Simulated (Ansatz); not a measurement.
NH2 on the 1x1 (110) surface of bcc W, one in a 2x2 cell, energies for each (28.7 Å²). Energies are against NH3(g) − ½ H2(g), without zero-point or thermal terms; each row is named by its start. No converged result for: 2 more starts.

Computed with PBE (plane waves to 420 eV, PAW; Ansatz, a quantum-chemistry and plane-wave program).

Set-up: 19 atoms, 6.6 Å thick at the start under the adsorbate (thin: gaps and levels are the slab's own); mesh 6x6x1; 0.1 eV smearing; dipole correction on; 8 atoms held, the rest relaxed; each run with such symmetry as its start has; no spin, no spin-orbit, no U, no dispersion correction.

A negative adsorption energy means that the adsorbate is more stable on the surface than in its reference. Heights count from the host atoms within 0.3 Å of the top one.

| starting site | E_ads (eV) | height (Å) | nearest host atom (Å) | bonded to | Δ work function (eV) | lateral drift (Å) |
|---|---|---|---|---|---|---|
| bridge W-W (span 2.8 Å) | -1.08 | 1.75 | W 2.18 | 2 W | -1.33 | 0.0 |
| bridge W-W (span 3.2 Å) | -0.44 | 1.60 | W 2.21 | 2 W | -1.59 | 0.0 |
